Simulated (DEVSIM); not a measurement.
Structure: abrupt Ge p-n junction, at 300 K.

```
layer (left to right)  material  thickness (μm)  Nd (cm⁻³)  Na (cm⁻³)  τn (s)  τp (s)
---------------------  --------  --------------  ---------  ---------  ------  ------
1                            Ge            17.0          -     2.1e15  4.2e-6  4.2e-6
2                            Ge             170       5e17          -  4.2e-6  4.2e-6
```

Left contact: ohmic. Right contact: ohmic. Voltage is applied to the left contact. Recombination: SRH at mid-gap, radiative, Auger. Mobility is μmin + (μ − μmin)/(1 + (N/Nref)^α).

Constants are typed, rounded textbook-type inputs, not results; the design itself was drawn at random and stands for no fabricated device. Values at 300 K.

```csv
parameter,Ge
gap (eV),0.664
affinity (eV),4
permittivity,16
Nc (cm⁻³),1.04e19
Nv (cm⁻³),6e18
μn (cm²/Vs),3900
μp (cm²/Vs),1900
"μn,min",150
"μp,min",100
"Nref,n",2.6e17
"Nref,p",4e17
αn,0.56
αp,0.6
B (cm³/s),6.4e-14
Cn (cm⁶/s),1e-31
Cp (cm⁶/s),1e-31
```

DEVSIM, 1D drift-diffusion, Boltzmann statistics, complete ionisation; no tunnelling, impact ionisation, image-force lowering or self-heating.

Question: Tabulate band edges, carrier densities and field at -10.0 V on the left contact.

Answer: Energies count from the Fermi level of the right contact; mesh points crowd at the junctions.

| x (μm) | Ec (eV) | Ev (eV) | n (cm⁻³) | p (cm⁻³) | field (V/cm) |
|---|---|---|---|---|---|
| 0.000 | 10.458 | 9.794 | 2.1e11 | 2.1e15 | ≈ 0 |
| 0.05755 | 10.458 | 9.794 | 2.1e11 | 2.1e15 | ≈ 0 |
| 0.2527 | 10.458 | 9.794 | 2.0e11 | 2.1e15 | ≈ 0 |
| 0.9145 | 10.458 | 9.794 | 1.9e11 | 2.1e15 | ≈ 0 |
| 4.758 | 10.458 | 9.794 | 1.4e11 | 2.1e15 | ≈ 0 |
| 12.39 | 10.458 | 9.794 | 2.5e10 | 2.1e15 | ≈ 0 |
| 15.71 | 7.175 | 6.511 | 9.8e7 | 4600000 | -39000 |
| 16.77 | 1.713 | 1.049 | 6.2e7 | 480000 | -64000 |
| 16.95 | 0.506 | -0.158 | 3.3e10 | 81000 | -69000 |
| 17.00 | 0.140 | -0.524 | 4.6e16 | 24000 | -66000 |
| 17.06 | 0.078 | -0.586 | 5.0e17 | 490000 | -20 |
| 17.41 | 0.078 | -0.586 | 5.0e17 | 4000000 | ≈ 0 |
| 18.46 | 0.078 | -0.586 | 5.0e17 | 1.4e7 | ≈ 0 |
| 22.01 | 0.078 | -0.586 | 5.0e17 | 4.9e7 | ≈ 0 |
| 42.74 | 0.078 | -0.586 | 5.0e17 | 2.3e8 | ≈ 0 |
| 102.0 | 0.078 | -0.586 | 5.0e17 | 5.8e8 | ≈ 0 |
| 163.0 | 0.078 | -0.586 | 5.0e17 | 8.0e8 | ≈ 0 |
| 180.0 | 0.078 | -0.586 | 5.0e17 | 8.5e8 | ≈ 0 |
| 185.7 | 0.078 | -0.586 | 5.0e17 | 8.7e8 | ≈ 0 |
| 186.6 | 0.078 | -0.586 | 5.0e17 | 8.7e8 | ≈ 0 |
| 186.9 | 0.078 | -0.586 | 5.0e17 | 8.7e8 | ≈ 0 |
| 187.0 | 0.078 | -0.586 | 5.0e17 | 8.7e8 | ≈ 0 |
